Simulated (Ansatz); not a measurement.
For HfO2 (model structure, started from the 2H-MoS2 type, P6₃/mmc, No. 194, 6 atoms in the cell), PBE (PAW; Ansatz, an electronic-structure program) gives:

| Property | Result |
|---|---|
| lattice parameter a | 3.120 Å |
| lattice parameter c | 10.831 Å |
| enthalpy of formation | -2.690 eV/atom |

Problem. What does PBE-D3(BJ) in Ansatz (PAW) give for the same quantities?

Solution. 
- lattice constant a: 3.120 Å (stays essentially unchanged)
- lattice parameter c: 9.242 Å (falls by 15 %)
- formation enthalpy: -2.723 eV/atom (moves by -0.033 eV/atom)

Changes are worked out from the printed values.

Unless a cell is named, each level is at its own relaxed cell (PBE 15.22, PBE-D3(BJ) 12.98 Å³/atom).

Levels without +SOC leave out spin–orbit coupling, which shifts energies and cells of such heavy elements.

Ansatz's density-functional and Hartree–Fock values are scalar-relativistic unless marked +SOC, with PAW data made under PBE.

A model structure was made by putting elements into a prototype or built by hand; it is no filed structure, need not be a known phase, and can be a saddle point held by its symmetry.
